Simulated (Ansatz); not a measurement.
**AlAs: As → Cu**

The parent structure is AlAs in the zinc blende structure (space group F-43m, No. 216; a = 5.674 Å).

It is then changed as follows: every As is replaced by Cu, then cell and atoms are relaxed.

The values are results of plane-wave PAW DFT at the PBEsol level (Ansatz, a first-principles code, 420 eV), no spin-orbit coupling, earlier PAW set, not measurements. Γ-centred 15×15×15 mesh, Fermi–Dirac width 0.05 eV, for the changed cell.

```tsv
quantity	base	changed	shift
volume per atom	22.84 Å³	20.47 Å³	-2.37 Å³
density	3.70 g/cm³	3.67 g/cm³	-0.03 g/cm³
lattice parameter a	10.723 bohr	10.339 bohr	-0.384 bohr
band gap	1.34 eV	zero	–
```

Stability against distortions was not tested. As relaxed here, AlCu is a hypothetical phase, not in the database extracts checked. The final runs are not spin-polarised.
